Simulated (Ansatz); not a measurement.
Consider a periodic stack without vacuum, bcc W (0 0 1) on zinc-blende CdTe (0 0 1) (film strained to the substrate, started from cuts of the bulks and a machine-learned relaxation; slabs Cd4Te4 and W12, which can lie off the formulas): substrate slab Cd4Te4, film W12, surface cells [[1, 0], [1, 1]] and [[-1, 1], [-1, -1]], film strained by +3.9 and +3.9 %, outermost planes Te/Cd and W/W as cut, which need not be the usual terminations and can put a slab off its formula. Its start:

```
CdW3Te
1.0
    4.68105     0.00000    -0.03667
    0.00000     4.68105    -0.02620
    1.75258     1.80584    23.64552
Cd Te W
4 4 12
Direct
  0.88894   0.89280   0.25498
  0.43783   0.50819   0.11273
  0.75898   0.96324   0.55825
  0.33672   0.33804   0.39503
  0.91153   0.43664   0.18022
  0.35586   0.04121   0.03877
  0.81475   0.37331   0.46154
  0.36601   0.86801   0.32263
  0.21915   0.42339   0.68891
  0.71861   0.92296   0.68846
  0.23624   0.94349   0.63219
  0.73769   0.44160   0.63262
  0.17594   0.37870   0.81739
  0.67420   0.88094   0.81696
  0.19582   0.89984   0.75587
  0.69683   0.40075   0.75590
  0.13998   0.32936   0.94231
  0.62771   0.84219   0.94175
  0.14958   0.85355   0.88408
  0.65566   0.35984   0.88412
```

The start was prepared with a machine-learned potential, and the result is one local minimum, with the in-plane cell held and forces under 0.04 eV/Å; the film can end far from its bulk form.

Level of theory: PBE (plane waves to 420 eV, PAW; Ansatz, a program for electronic structure). Spin–orbit coupling is left out; the runs are not spin-polarised. Its k-point mesh 7×7×1, Fermi–Dirac width 0.05 eV.

Question: Predict the relaxed interface.

Answer: 
```
Quantity                                                                                                                Result
-------------------------------------------------------------------------------  ---------------------------------------------
interface area                                                                                                         21.9 Å²
period                                                                                                                 22.83 Å
heights between the nearest atoms of the two slabs at the two interfaces                                       1.81 and 1.72 Å
Cd–W contacts across the interfaces within 1.22 times the sum of covalent radii                                 6, mean 3.14 Å
Te–W contacts across the interfaces within 1.22 times the sum of covalent radii                                 6, mean 3.05 Å
estimate of the barrier                                                          withheld, since the two interfaces are unlike
slope of the mean potential energy in the substrate                                                             +2.2 MV/cm × e
```
